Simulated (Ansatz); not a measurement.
```xyz
3
Lattice="4.1612 0.0000 0.0000 -2.0806 3.6037 0.0000 0.0000 0.0000 6.7447" Properties=species:S:1:pos:R:3 pbc="T T T"
Mg     0.0000     0.0000     0.0000
I      0.0000     2.4025     1.6513
I      2.0806     1.2012     5.0935
```

No spin polarisation.

Method: Kohn–Sham DFT with the PBEsol-D3(BJ) functional, run in Ansatz (an electronic-structure program) with PAW and 420 eV plane waves, without spin-orbit coupling. k-mesh 9×9×5 (Γ-centred); smearing 0.05 eV (Fermi–Dirac).

Problem. Predict the width of the top valence band and band gap.

Solution. 
- Width of the top valence band: 1.39 eV
- Band gap: 3.36 eV

With I present, leaving out spin-orbit coupling can change the band edges. The cells carry an imposed strain or load. No phonon test of stability was made. The cell was made from MgI₂ in the CdI2 type structure (space group P-3m1, No. 164; layered, stacked along the Cartesian z axis) by this change: isotropic strain +2.50 %.
